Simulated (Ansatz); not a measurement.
SnO₂ (model structure, started from the tetragonal ZrO2 type, P4₂/nmc, No. 137, 6 atoms in the cell) was calculated with LDA (Ansatz, a program for electronic structure, PAW).

Input:

Ansatz 0.2 input:
```yaml
crystal:
  lattice:
    - [3.5288805819, 0.0, 0.0]
    - [0.0, 3.5288805819, 0.0]
    - [0.0, 0.0, 5.3282696682]
  atoms:
    - { symbol: Sn, position: [0.0, 0.0, 0.0] }
    - { symbol: Sn, position: [0.5, 0.5, 0.5] }
    - { symbol: O, position: [0.0, 0.5, 0.1840872223] }
    - { symbol: O, position: [0.0, 0.5, 0.6840872223] }
    - { symbol: O, position: [0.5, 0.0, 0.3159127777] }
    - { symbol: O, position: [0.5, 0.0, 0.8159127777] }
basis:
  ecutwfc: 520
  ecutrho_ratio: 4
  xc_grid: 2
kpoints:
  mp_grid: { grid: [10, 10, 8] }
  band_path:
    path:
      - [0.0, 0.0, 0.0]
      - [0.0, 0.0625, 0.0]
      - [0.0, 0.125, 0.0]
      - [0.0, 0.1875, 0.0]
      - [0.0, 0.25, 0.0]
      - [0.0, 0.3125, 0.0]
      - [0.0, 0.375, 0.0]
      - [0.0, 0.4375, 0.0]
      - [0.0, 0.5, 0.0]
      - [0.0625, 0.5, 0.0]
      - [0.125, 0.5, 0.0]
      - [0.1875, 0.5, 0.0]
      - [0.25, 0.5, 0.0]
      - [0.3125, 0.5, 0.0]
      - [0.375, 0.5, 0.0]
      - [0.4375, 0.5, 0.0]
      - [0.5, 0.5, 0.0]
      - [0.458333, 0.458333, 0.0]
      - [0.416667, 0.416667, 0.0]
      - [0.375, 0.375, 0.0]
      - [0.333333, 0.333333, 0.0]
      - [0.291667, 0.291667, 0.0]
      - [0.25, 0.25, 0.0]
      - [0.208333, 0.208333, 0.0]
      - [0.166667, 0.166667, 0.0]
      - [0.125, 0.125, 0.0]
      - [0.083333, 0.083333, 0.0]
      - [0.041667, 0.041667, 0.0]
      - [0.0, 0.0, 0.1]
      - [0.0, 0.0, 0.2]
      - [0.0, 0.0, 0.3]
      - [0.0, 0.0, 0.4]
      - [0.0, 0.0, 0.5]
      - [0.0, 0.0625, 0.5]
      - [0.0, 0.125, 0.5]
      - [0.0, 0.1875, 0.5]
      - [0.0, 0.25, 0.5]
      - [0.0, 0.3125, 0.5]
      - [0.0, 0.375, 0.5]
      - [0.0, 0.4375, 0.5]
      - [0.0, 0.5, 0.5]
      - [0.0625, 0.5, 0.5]
      - [0.125, 0.5, 0.5]
      - [0.1875, 0.5, 0.5]
      - [0.25, 0.5, 0.5]
      - [0.3125, 0.5, 0.5]
      - [0.375, 0.5, 0.5]
      - [0.4375, 0.5, 0.5]
      - [0.5, 0.5, 0.5]
      - [0.458333, 0.458333, 0.5]
      - [0.416667, 0.416667, 0.5]
      - [0.375, 0.375, 0.5]
      - [0.333333, 0.333333, 0.5]
      - [0.291667, 0.291667, 0.5]
      - [0.25, 0.25, 0.5]
      - [0.208333, 0.208333, 0.5]
      - [0.166667, 0.166667, 0.5]
      - [0.125, 0.125, 0.5]
      - [0.083333, 0.083333, 0.5]
      - [0.041667, 0.041667, 0.5]
      - [0.0, 0.5, 0.1]
      - [0.0, 0.5, 0.2]
      - [0.0, 0.5, 0.3]
      - [0.0, 0.5, 0.4]
      - [0.5, 0.5, 0.1]
      - [0.5, 0.5, 0.2]
      - [0.5, 0.5, 0.3]
      - [0.5, 0.5, 0.4]
    npoints: 1
hamiltonian:
  xc: lda
  dispersion: none
  pseudopotentials: { kind: paw }
scf:
  occupations: { method: fermi_dirac, width: 0.01 }
  convergence: { dr2_threshold: 0.0000000006 }
output:
  forces: true
  stress: true
  eigenvalues: true
  write_bands: true
```

From the output:

```
Crystal: 6 atoms, lattice volume = 66.353 Å³
Basis set: ecut = 520 eV, 1803 PW (Γ), exchange–correlation on 54×54×80 points (8 copies of the dense FFT grid, shifted against one another)
Bands: 32, of which v1, the nominal top of the filled ones, is band 26 counted from 1 (25 counted from 0)
Symmetry: 16 space group operations
Space group: P42/nmc (ITA 137), of the structure as read, at distance tolerance 4.0e-5 Å
k-points: 105 of 800
Functional: x = slater, c = lda
SCF iter   1: F=—  HF=-13979.627415 eV  |F-HF|=—  |Δ(HF+E_count)|=         —  Δρ=1.81e-2  dr2=1.70e-1
SCF iter   2: F=—  HF=-13979.576941 eV  |F-HF|=—  |Δ(HF+E_count)|=   5.05e-2  Δρ=5.25e-3  dr2=7.51e-3
  ...
SCF iter   7: F=—  HF=-13979.573354 eV  |F-HF|=—  |Δ(HF+E_count)|=   1.18e-8  Δρ=1.73e-6  dr2=1.82e-9
SCF iter   8: F=-13979.573354 eV  HF=-13979.573354 eV  |F-HF|=3.64e-12  |Δ(HF+E_count)|=  5.57e-10  Δρ=3.21e-7  dr2=5.19e-11
SCF 1 converged in 8 iterations: F = -13979.573354 eV  dr2 = 5.19e-11
SCF converged after 8 iterations
Free energy (F): -13979.573354 eV
Internal energy: -13979.573354 eV  (E = F + TS)
E sigma→0 (E₀):  -13979.573354 eV
Fermi energy:    10.975000 eV
--- Forces (eV/Å), atoms counted from 1 ---
  atom   1  Sn     0.00000000     0.00000000    -0.00000000
  atom   2  Sn     0.00000000     0.00000000    -0.00000000
  atom   3  O      0.00000000     0.00000000     0.00005282
  atom   4  O      0.00000000     0.00000000     0.00005282
  atom   5  O      0.00000000     0.00000000    -0.00005282
  atom   6  O      0.00000000     0.00000000    -0.00005282
--- Stress (GPa, compression-positive) ---
        0.003126       0.000000       0.000000
        0.000000       0.003126       0.000000
        0.000000       0.000000       0.010811
  P = ⅓ Tr σ = 0.0057 GPa (0.057 kbar)
```

The PAW data were made under PBE.

Note: the relaxation could raise the start's symmetry but not lower it, so the cell can be a saddle point.

It cost around 23 core-seconds (rough) of CPU time.

A model structure was made by putting elements into a prototype or built by hand; it is no filed structure, need not be a known phase, and can be a saddle point held by its symmetry.
